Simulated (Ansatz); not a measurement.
Start from GaAs in the zinc blende structure (space group F-43m, No. 216; a = 5.667 Å).

Computed with r2SCAN/PAW in Ansatz (an electronic-structure program), scalar-relativistic without spin-orbit coupling.

One change was made to it. Results:

The band gap grows by 0.45 eV to 1.41 eV; the density rises by 0.975 g/cm³, from 5.28 g/cm³ to 6.25 g/cm³.

Problem. Which of these changes matches the shifts?
A) pressure 4.2 GPa
B) pressure 60 GPa
C) pressure −1 GPa
D) pressure 18 GPa

Solution. D, pressure 18 GPa. For comparison, the density in the other runs: pressure −1 GPa gives 5.21 g/cm³; pressure 60 GPa gives 7.62 g/cm³; pressure 4.2 GPa gives 5.56 g/cm³.

Load acts through the strain it causes; cell and atoms are relaxed under it. Whether these cells are dynamically stable was not tested. Measured, GaAs leaves this structure (for a Cmcm phase) near 15 GPa (room temperature; as listed in arXiv:1906.07825).
